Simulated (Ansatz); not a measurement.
Take Pb in the fcc (Cu type) structure (space group Fm-3m, No. 225; a = 4.9341 Å; relaxed with 0.1 eV smearing) as the base. Axes: x, y, z lie along the cube axes.

Level of theory: PBEsol (Ansatz, a program for electronic structure; PAW; 420 eV plane waves; no SOC).

The change: compressive biaxial strain of 2.08 % in the plane normal to [111], as in epitaxy on a mismatched substrate; the out-of-plane cell vector and the atoms relax.

### Question
Estimate the effect on the in-plane stress.

### Answer
The mean in-plane stress (compression positive) is +1.8 GPa.

### Question
What does the calculation give for the out-of-plane strain after the change?

### Answer
The out-of-plane strain comes out as +1.92 %.

Whether these cells are dynamically stable was not tested.
